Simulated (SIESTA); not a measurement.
**A self-consistent single point of Sr₂H₃I (P-3m1, 6 atoms in the cell) with SIESTA**

Computed with GGA PBEsol, numerical atomic orbitals DZP, PseudoDojo PBEsol standard norm-conserving potentials (rewritten from UPF to PSML) in SIESTA.

This input was run:

```
# files in the folder: Sr.psml H.psml I.psml (PseudoDojo PBEsol standard)
SystemName  Sr2H3I
SystemLabel Sr2H3I

NumberOfAtoms                6
NumberOfSpecies              3
%block ChemicalSpeciesLabel
  1 38 Sr
  2 1 H
  3 53 I
%endblock ChemicalSpeciesLabel
LatticeConstant              1.0 Ang
%block LatticeVectors
     4.242730000    0.000000000    0.000000000
    -2.121365000    3.674312000    0.000000000
     0.000000000    0.000000000    7.682750000
%endblock LatticeVectors
AtomicCoordinatesFormat      ScaledCartesian
%block AtomicCoordinatesAndAtomicSpecies
     2.121367121    1.224769442    5.213975115  1
    -0.000002121    2.449542558    2.468774885  1
     0.000000000    0.000000000    3.841375000  2
     2.121367121    1.224769442    2.744662438  2
    -0.000002121    2.449542558    4.938087563  2
     0.000000000    0.000000000    0.000000000  3
%endblock AtomicCoordinatesAndAtomicSpecies

XC.functional                GGA
XC.authors                   PBEsol
PAO.BasisSize                DZP
PAO.EnergyShift              0.005 Ry
MeshCutoff                   300 Ry
%block kgrid.MonkhorstPack
    6   0   0  0.0
    0   6   0  0.0
    0   0   3  0.0
%endblock kgrid.MonkhorstPack
OccupationFunction           FD
ElectronicTemperature        232.09 K

MaxSCFIterations             150
SCF.Mixer.Method             Pulay
SCF.Mixer.Weight             0.25
SCF.Mixer.History            8
SCF.DM.Tolerance             1.0E-05
Diag.ParallelOverK           true
WriteForces                  true
```

Log, with long lists cut:

```
reinit: Reading from file input.fdf

reinit: System Name: Sr2H3I
reinit: System Label: Sr2H3I

coor:   Atomic-coordinates input format  =     Cartesian coordinates
coor:                                          (in units of alat)

siesta: Atomic coordinates (Bohr) and species
siesta:      4.00880   2.31448   9.85298  1        1
siesta:     -0.00000   4.62896   4.66531  1        2
siesta:      0.00000   0.00000   7.25915  2        3
siesta:      4.00880   2.31448   5.18666  2        4
siesta:     -0.00000   4.62896   9.33163  2        5
siesta:      0.00000   0.00000   0.00000  3        6

siesta: System type = bulk

initatomlists: Number of atoms, orbitals, and projectors:      6    46    83

siesta: ******************** Simulation parameters ****************************
redata: Spin configuration                          = none
redata: Time-Reversal Symmetry                      = T
redata: Number of Atomic Species                    =        3
redata: Mesh Cutoff                                 =   300.0000 Ry
redata: Net charge of the system                    =     0.0000 |e|
redata: Min. number of SCF Iter                     =        0
redata: Max. number of SCF Iter                     =      150
redata: SCF convergence failure will abort job
redata: SCF mix quantity                            = Hamiltonian
redata: Mix DM or H after convergence               =   F
redata: Recompute H after scf cycle                 =   F
redata: Mix DM in first SCF step                    =   T
redata: No kicks to SCF
redata: DM Mixing Weight for Kicks                  =     0.5000
redata: Require Harris convergence for SCF          =   F
redata: Harris energy tolerance for SCF             =     0.000100 eV
redata: Require DM convergence for SCF              =   T
redata: DM tolerance for SCF                        =     0.000010
redata: Require EDM convergence for SCF             =   F
redata: EDM tolerance for SCF                       =     0.001000 eV
redata: Require H convergence for SCF               =   T
redata: Hamiltonian tolerance for SCF               =     0.001000 eV
redata: Require (free) Energy convergence for SCF   =   F
redata: (free) Energy tolerance for SCF             =     0.000100 eV
redata: Using DFT-D3 dispersion                     =   F
redata: Using Saved Data (generic)                  =   F
redata: Method of Calculation                       = Diagonalization
redata: Electronic Temperature                      =   232.0900 K
redata: Number of TDED substeps                     =        3
redata: Dynamics option                             = Single-point calculation
redata: Save all siesta data in one NC              =   F
redata: ***********************************************************************

%block SCF.Mixers
  Pulay
%endblock SCF.Mixers

%block SCF.Mixer.Pulay
  # Mixing method
  method pulay
  variant stable

  # Mixing options
  weight 0.2500
  weight.linear 0.2500
  history 8
%endblock SCF.Mixer.Pulay

DM_history_depth set to one: no extrapolation allowed by default for geometry relaxation
Size of DM history Fstack: 1
Total number of electrons:    30.000000
Total ionic charge:    30.000000

* ProcessorY, Blocksize:    1  47

* Orbital distribution balance (max,min):    46    46

k-point displ. along   1 input, could be:     0.00    0.50
k-point displ. along   2 input, could be:     0.00    0.50
 Kpoints in:           72 . Kpoints trimmed:           60

siesta: k-grid: Number of k-points = 60
siesta: k-points from Monkhorst-Pack grid
siesta: k-cutoff (effective) =    11.524 Ang
siesta: k-point supercell and displacements
siesta: k-grid:     6     0     0      0.000
siesta: k-grid:     0     6     0      0.000
siesta: k-grid:     0     0     3      0.000

diag: Algorithm                                     = D&C
diag: Parallel over k                               =   F
diag: Use parallel 2D distribution                  =   F
diag: Parallel block-size                           = 47
diag: Parallel distribution                         =     1 x     1
diag: Used triangular part                          = Lower
diag: Absolute tolerance                            =  0.100E-15
diag: Orthogonalization factor                      =  0.100E-05
diag: Memory factor                                 =  1.0000

superc: Internal auxiliary supercell:     7 x     7 x     3  =     147
superc: Number of atoms, orbitals, and projectors:    882   6762  12201

                        Single-point calculation

superc: Internal auxiliary supercell:     7 x     7 x     3  =     147
superc: Number of atoms, orbitals, and projectors:    882   6762  12201

outcell: Unit cell vectors (Ang):
        4.242730    0.000000    0.000000
       -2.121365    3.674312    0.000000
        0.000000    0.000000    7.682750

outcell: Cell vector modules (Ang)   :    4.242730    4.242730    7.682750
outcell: Cell angles (23,13,12) (deg):     90.0000     90.0000    120.0000
outcell: Cell volume (Ang**3)        :    119.7673
new_DM -- step:     1
Initializing Density Matrix...

Attempting to read DM from file... Failed...
DM filled with atomic data:

InitMesh: MESH = 40 x 40 x 90 = 144000
InitMesh: Mesh cutoff (required, used) =   300.000   327.544 Ry

stepf: Fermi-Dirac step function

        iscf     Eharris(eV)        E_KS(eV)     FreeEng(eV)     dDmax    Ef(eV) dHmax(eV)
   scf:    1    -2250.013017    -2261.399217    -2261.399217  3.325642 -3.760961  5.095249
   scf:    2    -2263.044159    -2262.267821    -2262.267821  0.296054 -4.181354  2.985777
   scf:    3    -2263.036423    -2262.735992    -2262.735992  0.359615 -3.553667  0.420181
   scf:    4    -2262.749412    -2262.745541    -2262.745541  0.107064 -2.497552  0.198624
   scf:    5    -2262.748036    -2262.747397    -2262.747397  0.014281 -2.506333  0.031796
   scf:    6    -2262.747481    -2262.747458    -2262.747458  0.005614 -2.516667  0.006008
   scf:    7    -2262.747457    -2262.747459    -2262.747459  0.002175 -2.513797  0.006526
   scf:    8    -2262.747461    -2262.747461    -2262.747461  0.000938 -2.515458  0.000936
   scf:    9    -2262.747461    -2262.747461    -2262.747461  0.000123 -2.515076  0.000178
   scf:   10    -2262.747461    -2262.747461    -2262.747461  0.000014 -2.515048  0.000090
   scf:   11    -2262.747461    -2262.747461    -2262.747461  0.000021 -2.515091  0.000011
   scf:   12    -2262.747461    -2262.747461    -2262.747461  0.000001 -2.515093  0.000000

SCF Convergence by DM+H criterion
max |DM_out - DM_in|         :     0.0000008320
max |H_out - H_in|      (eV) :     0.0000003618
SCF cycle converged after 12 iterations

Using DM_out to compute the final energy and forces

siesta: E_KS(eV) =            -2262.7475

siesta: E_KS - E_eggbox =     -2262.7475

siesta: Atomic forces (eV/Ang):
     1   -0.000025    0.000014    0.313830
     2    0.000025   -0.000014   -0.313830
     3   -0.000000   -0.000000   -0.000000
     4   -0.000022    0.000013   -0.189796
     5    0.000022   -0.000013    0.189796
     6   -0.000000    0.000000   -0.000000
   Tot    0.000000    0.000000    0.000000
   Max    0.313830
   Res    0.122253    sqrt( Sum f_i^2 / 3N )
   Max    0.313830    constrained

Stress tensor Voigt[x,y,z,yz,xz,xy] (kbar):      -22.00      -21.99      -19.30       -0.00        0.00        0.00
(Free)E + p*V (eV/cell)    -2261.1703
Target enthalpy (eV/cell)    -2262.7475

siesta: Program's energy decomposition (eV):
siesta: Ebs     =      -575.769627
siesta: Eions   =      3985.891200
siesta: Ena     =      1342.493343
siesta: Ekin    =       625.516999
siesta: Enl     =       324.523717
siesta: Eso     =         0.000000
siesta: Edftu   =         0.000000
siesta: DEna    =        16.500359
siesta: DUscf   =         2.181245
siesta: DUext   =         0.000000
siesta: Ex      =      -537.460640
siesta: Ec      =       -50.611283
siesta: Exc     =      -588.071923
siesta: Eharris =     -2262.747461
siesta: Etot    =     -2262.747461
siesta: FreeEng =     -2262.747461

siesta: Atomic forces (eV/Ang):
siesta:      1   -0.000025    0.000014    0.313830
siesta:      2    0.000025   -0.000014   -0.313830
siesta:      3   -0.000000   -0.000000   -0.000000
siesta:      4   -0.000022    0.000013   -0.189796
siesta:      5    0.000022   -0.000013    0.189796
siesta:      6   -0.000000    0.000000   -0.000000
siesta: ----------------------------------------
siesta:    Tot    0.000000    0.000000    0.000000

siesta: Stress tensor (static) (eV/Ang**3):
siesta:    -0.013729    0.000001    0.000000
siesta:     0.000001   -0.013727   -0.000000
siesta:     0.000000   -0.000000   -0.012048

siesta: Cell volume =        119.767264 Ang**3

siesta: Pressure (static):
siesta:                Solid            Molecule  Units
siesta:           0.00014342          0.00010469  Ry/Bohr**3
siesta:           0.01316815          0.00961209  eV/Ang**3
siesta:          21.09770087         15.40027085  kBar
```

The run converged in 12 iterations.

The starting cell comes from a database of computed structures (which also holds hypothetical and non-ambient phases and stackings), without a prior relaxation at this level. Values carry the incompleteness of an atom-centred basis.
